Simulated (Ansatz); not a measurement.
**Au on the (0001) surface of wurtzite GaN (2x2 N adatom at H3; a constructed slab, bottom: 3 H on 4 bottom sites), one in a cell of 36 Å², started at the site 'over Ga at depth 1.1 Å'**

Host crystal: wurtzite GaN, with a band gap (PBE, scalar-relativistic without spin-orbit coupling).

Level of theory: PBE (plane waves to 420 eV, PAW; Ansatz, a quantum-chemistry and plane-wave program).

Set-up: 45 atoms, 13.4 Å thick at the start with caps and adatoms under the adsorbate (thin: gaps and levels are the slab's own); mesh 4x4x1; 0.01 eV smearing; dipole correction on; 23 atoms held, the rest relaxed; symmetry of the start imposed; spin-polarised, ending with about 0.9 μB a cell, a value that depends on the mesh; orders that need a larger cell were not tried, no spin-orbit, no U, no dispersion correction. The slab shows no gap over 0.04 eV on its mesh. At the end it is bonded to Ga + N. In PBE this state lies 0.12 eV over the lowest of the starts that converged ('hollow N-N-N over Ga at depth 1.8 Å').

| Quantity | Result |
|---|---|
| energy of the end state, in which the adsorbate broke or entered a bond of the host, against an atom of fcc Au | 0.88 eV |
| change of the step from the bottom to the top vacuum level, against the clean slab | -0.64 eV |
| energy released by relaxation | 0.50 eV |
| height of the binding atom over the mean of the host atoms within 0.3 Å of the top one | 0.881 Å |
| largest move of a host atom | 0.80 Å |
| caution | the clean host was not checked against rearrangement in a larger or rattled cell |
| note | in the relaxation the adsorbate left its starting site by 0.5 Å |

A negative adsorption energy means that the adsorbate is more stable on the surface than in its reference.
